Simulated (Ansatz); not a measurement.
The reference is Cs2AgBiF6 (space group Fm-3m, No. 225; a cell from a computed database, its experimental status unchecked).

```xyz
10
Lattice="0.0000 4.7706 4.7706 4.7706 0.0000 4.7706 4.7706 4.7706 0.0000" Properties=species:S:1:pos:R:3 pbc="T T T"
Cs     7.1559     7.1559     7.1559
Cs     2.3853     2.3853     2.3853
Ag     4.7706     4.7706     4.7706
Bi     0.0000     0.0000     0.0000
F      2.2822     4.7706     4.7706
F      7.2590     4.7706     4.7706
F      4.7706     2.2822     4.7706
F      4.7706     7.2590     4.7706
F      4.7706     4.7706     2.2822
F      4.7706     4.7706     7.2590
```

Cartesian axes are those of the cell as printed.

Level of theory: PBE (Ansatz, a program for electronic structure; PAW; 420 eV plane waves; scalar-relativistic without spin-orbit coupling).

Before the change:

The shortest interatomic distance comes out as 2.282 Å and the electron mass comes out as 1.1 mₑ along k, 0.59 mₑ across (at L).

Perturbation: a pure shear with ε_xz = ε_zx = -0.0169; the atoms relax in the strained cell.

Question: What happens to the shortest interatomic distance, stress and electron mass?

Answer: The shortest interatomic distance stays 2.282 Å; the stress (xx, yy, zz, yz, xz, xy; compression positive) is (0.00, 0.01, 0.00, 0.00, 0.33, 0.00) GPa; the electron mass changes from 1.1 mₑ along k, 0.59 mₑ across (at L) to 1.0 mₑ along k, 0.59 mₑ across (at L).

With Bi present, leaving out spin-orbit coupling can change the band edges. The levels and masses belong to the bands next to the band gap. Effective masses come from finite differences of ±0.01 Å⁻¹. Along k means along the line from Γ to the band edge. Whether these cells are dynamically stable was not tested.
